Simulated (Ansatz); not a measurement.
Ansatz (an electronic-structure program) is run on Mg6TiCd (Amm2, 8 atoms in the cell), and the run fails. The aim is a self-consistent single point with DFT, PBEsol, plane waves, default PAW files made with PBE.

Cell that was meant: a = 4.9814 Å, b = 6.3376 Å, c = 6.3376 Å, α = 59.40°, β = 90.00°, γ = 90.00°.

Part of the input:

```yaml
  occupations:
    method: methfessel_paxton
    width: 0.1
  max_iter: 40
  convergence:
    dr2_threshold: 1.0e-22 eV
output:
  forces: true
  eigenvalues: true
```

Output (repeated stretches shortened):

```
SCF iter   1: F=—  HF=-22131.051314 eV  |F-HF|=—  |Δ(HF+E_count)|=         —  Δρ=2.63e-2 (↑2.63e-2 ↓2.57e-2)  dr2=1.49e1  dr2_m=3.02e-2  M=1.002 μB ∫|m|=1.431 μB  β_m=1.00  ethr=3.10e-3  ⟨swp⟩=8.1  Hψ=5041  notcnv=0
all-band conjugate gradients solve this SCF's bands
preconditioner: auto → Kerker (q_TF=auto, 2.458 Å⁻¹)
   [... lines left out ...]
SCF iter  39: F=—  HF=-22129.623295 eV  |F-HF|=—  |Δ(HF+E_count)|=  1.38e-10  S|Δr|=    0.00e0  Δρ=6.50e-11 (↑6.50e-11 ↓5.20e-11)  dr2=1.19e-17  dr2_m=3.34e-18  M=1.341 μB ∫|m|=1.560 μB  β_m=0.81  ethr=1.00e-12  ⟨swp⟩=1.0  Hψ=2860  notcnv=0
SCF iter  40: F=—  HF=-22129.623295 eV  |F-HF|=—  |Δ(HF+E_count)|=  2.91e-11  S|Δr|=    0.00e0  Δρ=2.89e-11 (↑2.89e-11 ↓2.53e-11)  dr2=1.37e-18  dr2_m=9.14e-19  M=1.341 μB ∫|m|=1.560 μB  β_m=0.90  ethr=1.00e-12  ⟨swp⟩=1.0  Hψ=2710  notcnv=0
Error: did not converge after 40 iterations: dr2 = 1.37e-18 (threshold 1.00e-22), under the density mixer `msr1`, which `scf.mixing.algorithm: auto` chose by the deck's other keys (type `scf.mixing.algorithm: msr1` to keep it); raise `scf.max_iter`, which need not help a stalled SCF, or adjust the mixing (`scf.mixing`) or, under a smearing, its width (`scf.occupations.width`, in either direction: another width is another result); this SCF holds its density and magnetisation to the symmetry operations that it keeps, and cannot end on a state that breaks one of them: if the state sought breaks one, re-run with `crystal.symmetry.detect: false`, without [...]
```

Find the mistake and give the fix.

The fault is a threshold far tighter than needed, beside a limit on iterations. Each further decade of the residual costs iterations, and near the noise of double precision and of the grids the loop may never get there. To fix it, use a threshold that the task needs. The run ended unconverged after 40 iterations.

The sound input it was made from differs as follows (other fixes are possible):
```diff
-  max_iter: 40
-  convergence:
-    dr2_threshold: 1.0e-22 eV
```

With that input, the run converged in 19 iterations: free energy E − TS (on the zero of these files) -22129.6233 eV; Fermi level (on the code's own zero) 7.65 eV; pressure -1.40 GPa; largest force (vector length) 0.127 eV/Å; size of the cell's spin moment 1.34 μB (DFT, PBEsol, plane waves, default PAW files made with PBE).

On the sound input: the starting cell comes from a database of computed structures (which also holds hypothetical and non-ambient phases and stackings), without a prior relaxation at this level. With one magnetic atom in the cell only a parallel order is possible. Ansatz's pressure includes its estimate of the finite-basis (Pulay) stress. Without a gap this mesh is coarse (it stands for a supercell whose shortest vector is 19 Å).

Keys are those of Ansatz 0.2.
